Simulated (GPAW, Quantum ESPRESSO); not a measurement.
A Quantum ESPRESSO input for a self-consistent single point of KMgF₃ (Pm-3m, 5 atoms in the cell) (DFT, PBE, plane waves, PseudoDojo standard norm-conserving (PBE) pseudopotentials):

```fortran
&control
    calculation = 'scf'
    prefix = 'scf'
    outdir = './tmp/'
    pseudo_dir = './'
    tprnfor = .true.
    tstress = .true.
/
&system
    ibrav = 0
    nat = 5
    ntyp = 3
    ecutwfc = 85
    occupations = 'smearing'
    smearing = 'fd'
    degauss = 0.00147
/
&electrons
    conv_thr = 1.0e-11
    mixing_beta = 0.7
/
ATOMIC_SPECIES
K     39.0983  K.upf
Mg    24.3050  Mg.upf
F     18.9984  F.upf
ATOMIC_POSITIONS crystal
K     0.5000000000    0.5000000000    0.5000000000
Mg    0.0000000000    0.0000000000    0.0000000000
F     0.0000000000    0.5000000000    0.0000000000
F     0.5000000000    0.0000000000    0.0000000000
F     0.0000000000    0.0000000000    0.5000000000
K_POINTS automatic
4 4 4  0 0 0
CELL_PARAMETERS angstrom
   3.9222940000     0.0000000000     0.0000000000
   0.0000000000     3.9222940000     0.0000000000
   0.0000000000     0.0000000000     3.9222940000
```

Question: Give the GPAW input for the same structure, mesh, smearing and functional.

Answer: This is the input that was run; spellings and numerical settings could be chosen otherwise.

```python
from ase import Atoms
from ase.units import GPa
from gpaw import GPAW

atoms = Atoms(['K', 'Mg', 'F', 'F', 'F'],
              cell=[[3.922294, 0.000000, 0.000000],
                    [0.000000, 3.922294, 0.000000],
                    [0.000000, 0.000000, 3.922294]],
              positions=[[1.961147, 1.961147, 1.961147],
                         [0.000000, 0.000000, 0.000000],
                         [0.000000, 1.961147, 0.000000],
                         [1.961147, 0.000000, 0.000000],
                         [0.000000, 0.000000, 1.961147]],
              pbc=True)

calc = GPAW(mode={'name': 'pw', 'ecut': 900},
            xc='PBE',
            kpts={'size': (4, 4, 4), 'gamma': True},
            occupations={'name': 'fermi-dirac', 'width': 0.02},
            nbands=-6,
            convergence={'bands': -4},
            symmetry={'symmorphic': False, 'tolerance': 0.0005},
            maxiter=100)

atoms.calc = calc

energy = atoms.get_potential_energy()
print('Energy (eV):', round(energy, 6))
forces = atoms.get_forces()
print('Forces (eV/Ang):')
print(forces.round(5))
stress = atoms.get_stress()
print('Stress (GPa, Voigt):', (stress / GPa).round(4))
```

Basis, cutoffs, solver keys and any potentials are the target program's own. This input uses DFT PBE, plane waves, GPAW PAW datasets PBE (gpaw-data 1.0.1).

The starting cell comes from a database of computed structures (which also holds hypothetical and non-ambient phases and stackings), without a prior relaxation at this level. Its lattice was rescaled by a random factor within 2.5 % of one. For this run, on top of that: lattice scaled by 0.98.
